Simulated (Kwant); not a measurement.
System: quantum point contact (saddle potential) in a Si two-dimensional gas. Effective mass 0.19 mₑ, grid spacing 5 nm, hard walls, nominal width 150 nm (29 grid rows, so walls 150 nm apart), one parabolic valley, scattering region 450 nm long along x; energies count from the band bottom; Fermi energy swept from 4.398e-05 to 0.0009061 eV. Potential (V0 + ½k y²) cos²(πx/L) for |x| < L/2, with V0 = 0.00035 eV, k = 4.8e-07 eV/nm², L = 35 nm.

Constants are typed, rounded textbook-type inputs, not results; the design itself was drawn at random and stands for no fabricated device.

Model: effective-mass tight-binding model on a square grid, one spin, coherent transport at 0 K (Kwant). Conductance is in e²/h.

Density of the scattering states that come in from the left lead, at energy = 0.00025639 eV, in bins, relative to the largest site value (x marks bins outside the device):

```
|00000000000000000000000000000000000000000000|
|00000000000000000000000000000000000000000000|
|00000111110000001111000000000000000000000000|
|00001222221000012222100000000000000000000000|
|00002344431000123443210000000000000000000000|
|10012455432100124554311111111111111111111111|
|10013466542100134665421111111111111111111111|
|10013577753100146776532111111111111111111111|
|20014688863100246898632221111111111111111111|
|20024689864100247998642222222222222222222222|
|20024799864100257998642222222222222222222222|
|20024799864100257998642222222222222222222222|
|20024689864100247998642222222222222222222222|
|20014688863100246898632221111111111111111111|
|10013577753100146776532111111111111111111111|
|10013466542100134665421111111111111111111111|
|10012455432100124554311111111111111111111111|
|00002344431000123443210000000000000000000000|
|00001222221000012222100000000000000000000000|
|00000111110000001111000000000000000000000000|
|00000000000000000000000000000000000000000000|
|00000000000000000000000000000000000000000000|
```
Scale: ten equal steps from 0.002 (start of '0') to 0.987 (end of '9'), in the order '0123456789'; x runs from -215 to 215, y from -66.8 (bottom) to 66.8 (top).

The conductance there is 0.59 e²/h with 1 open channel(s) in the leads.
